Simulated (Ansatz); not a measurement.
Partial pair distribution functions of a relaxed model of amorphous Al30O48H6, broadened by 0.06 Å; density 3.07 g/cm³. These are PBE, scalar-relativistic without spin-orbit coupling (plane waves to 420 eV, PAW; Ansatz, a first-principles code) values and carry that method's errors.

A CHGNet melt-quench gave the starting glass, which DFT then relaxed. O atoms were pushed apart under 1.9 Å during the dynamics, to hinder bonds among them. The hot cell started wider than the set density and was brought back towards it in steps. It is the lowest in DFT energy of 2 quenches. It is a model cell: composition and starting density were chosen by hand, and all elements were melted together. No dispersion term was used. Its density started from a set value of 3.08 and ended at 3.07 g/cm³. The quench (nominally 180 K/ps over its main leg) was far faster than any real one, so the model tends to hold more defects than a real film. A cell of this size samples the disorder only roughly. The volume was free in the relaxation, at fixed shape. Stress components on the final sampling reach 1.1 GPa.

```csv
r (Å),g Al-O,g O-H,g Al-Al,g O-O
0.75,0.00,0.01,0.00,0.00
0.85,0.00,0.83,0.00,0.00
0.95,0.00,7.57,0.00,0.00
1.05,0.00,5.63,0.00,0.00
1.15,0.00,0.41,0.00,0.00
1.25,0.00,0.01,0.00,0.00
1.35,0.00,0.29,0.00,0.00
1.45,0.00,0.84,0.00,0.00
1.55,0.03,0.74,0.00,0.00
1.65,1.00,0.28,0.00,0.00
1.75,5.94,0.44,0.00,0.00
1.85,7.27,0.29,0.00,0.00
1.95,3.09,0.34,0.00,0.00
2.05,1.30,0.34,0.00,0.00
2.15,0.38,0.66,0.00,0.00
2.25,0.15,0.38,0.00,0.05
2.35,0.03,0.91,0.00,0.28
2.45,0.05,1.58,0.00,0.90
2.55,0.06,1.25,0.03,1.66
2.65,0.13,0.74,0.65,2.09
2.75,0.30,0.95,1.54,2.98
2.85,0.35,1.10,1.51,3.16
2.95,0.32,1.11,1.38,2.68
3.05,0.44,1.19,1.88,1.93
3.15,0.53,0.69,2.43,1.31
3.25,0.72,1.22,3.54,0.80
3.35,0.99,1.70,2.55,0.54
3.45,1.29,1.59,1.24,0.38
3.55,1.31,2.06,0.96,0.50
3.65,1.23,1.49,0.81,0.60
3.75,1.25,1.15,0.62,0.62
3.85,1.31,0.79,0.54,0.67
3.95,1.27,0.67,0.59,0.58
4.05,1.41,0.45,0.64,0.53
4.15,1.47,0.60,0.52,0.62
4.25,1.37,0.86,0.61,0.67
4.35,1.45,0.89,0.74,0.61
4.45,1.30,0.84,0.79,0.75
4.55,1.14,0.78,0.73,1.03
4.65,1.00,0.93,0.70,1.19
4.75,0.93,1.23,0.84,1.22
```

Within 2.34 Å each Al has 4.63 O neighbours on average.
